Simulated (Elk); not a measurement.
Band structure of ZrIn₃ (I4/mmm, 4 atoms in the cell).

```xyz
4
Lattice="-2.1501 2.1501 4.9780 2.1501 -2.1501 4.9780 2.1501 2.1501 -4.9780" Properties=species:S:1:pos:R:3 pbc="T T T"
Zr     0.0000     0.0000     0.0000
In     2.1501     0.0000     2.4890
In     0.0000     2.1501     2.4890
In     0.0000     0.0000     4.9780
```

Method: PBEsol, all-electron FP-LAPW, Elk's shipped species files, default APW+lo basis (Elk 10.2.4).

Settings: xctype = 22; swidth = 0.00367493 Ha; ngridk = 7 7 7; maxscl = 100.

The starting cell comes from a database of computed structures (which also holds hypothetical and non-ambient phases and stackings), without a prior relaxation at this level. Its lattice was rescaled by a random factor within 2.5 % of one. Values depend on the basis (sphere radii, cutoffs, local orbitals), which need not be converged.

Levels in eV from the Fermi level, bands 31 to 38:
| point | 31 | 32 | 33 | 34 | 35 | 36 | 37 | 38 |
|---|---|---|---|---|---|---|---|---|
| Γ | -2.55 | -1.17 | -1.17 | -1.10 | -0.15 | 1.36 | 1.84 | 1.84 |
| X | -4.64 | -3.30 | -2.32 | -2.27 | -1.02 | 1.95 | 2.02 | 2.12 |
| Y | -4.92 | -3.12 | -2.13 | -1.58 | -0.90 | 1.46 | 2.16 | 2.27 |
| S | -5.34 | -1.16 | -0.88 | -0.59 | 0.62 | 0.76 | 1.59 | 2.22 |
| Z | -1.97 | -0.97 | -0.97 | -0.20 | 1.00 | 1.00 | 1.35 | 2.73 |
| S1 | -5.34 | -1.16 | -0.88 | -0.59 | 0.62 | 0.76 | 1.59 | 2.22 |
| N | -3.52 | -3.35 | -1.17 | -0.35 | 0.50 | 1.66 | 2.33 | 2.50 |
| P | -4.86 | -3.77 | -1.72 | -1.72 | -1.41 | 1.34 | 2.02 | 2.16 |
| Y1 | -4.92 | -3.12 | -2.13 | -1.58 | -0.90 | 1.46 | 2.16 | 2.27 |

Bands cross the Fermi level along this path, so the cell is metallic at this level.
